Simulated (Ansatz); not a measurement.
Band structure of NaF (Fm-3m, 2 atoms in the cell).

```xyz
2
Lattice="0.0000 2.2905 2.2905 2.2905 0.0000 2.2905 2.2905 2.2905 0.0000" Properties=species:S:1:pos:R:3 pbc="T T T"
Na     0.0000     0.0000     0.0000
F      2.2905     2.2905     2.2905
```

Method: PBE (plane waves, PAW; Ansatz, a first-principles code).

Settings: kpoints.mp_grid.grid = 6 6 6; hamiltonian.xc = pbe; hamiltonian.pseudopotentials = {kind: paw} (the program's default PAW files); scf.occupations.method = fermi_dirac; scf.occupations.width = 0.02 eV; kpoints.band_path.npoints = 8.

The starting cell comes from a database of computed structures (which also holds hypothetical and non-ambient phases and stackings), without a prior relaxation at this level. Its lattice was rescaled by a random factor within 2.5 % of one.

Problem. Predict the gap along the standard path and the places of the band edges.

Solution. The gap along the path is 6.51 eV, direct at Γ to within 0.01 eV.

Levels in eV from the top of the valence band on the path, bands 5 to 11:
```tsv
point	5	6	7	8	9	10	11
Γ	-18.85	0.00	0.00	0.00	6.51	19.24	19.24
X	-18.90	-1.33	-0.42	-0.42	13.44	13.45	13.97
W	-18.41	-0.91	-0.91	-0.60	13.46	13.46	15.61
K	-18.43	-1.10	-0.87	-0.39	13.05	13.50	15.10
L	-18.08	-1.66	-0.27	-0.27	11.01	12.78	20.49
U	-18.43	-1.10	-0.87	-0.39	13.05	13.50	15.10
```

Keys are those of Ansatz 0.2.
